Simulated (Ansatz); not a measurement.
# Hypothetical rock salt GaAs: thickness series

Take GaAs in the rock salt structure (space group Fm-3m, No. 225; a = 5.329 Å; a hypothetical phase, not in the database extracts checked) as the base. Axes: x, y, z lie along the cube axes.

Free-standing slabs (2 atom(s) a layer) normal to the z axis with 15 Å of vacuum; in-plane cell held at bulk.

Method: r2SCAN (Ansatz, a program for electronic structure, PAW, no SOC).

Candidates:
(a) 5 layers
(b) 7 layers
(c) 2 layers

For the base:

Shortest interatomic distance: 2.665 Å

Q: Order them by shortest interatomic distance, highest first.

A: (c) 2 layers (2.546 Å), (a) 5 layers (2.542 Å), (b) 7 layers (2.504 Å)

No phonon test of stability was made. The final runs are not spin-polarised.
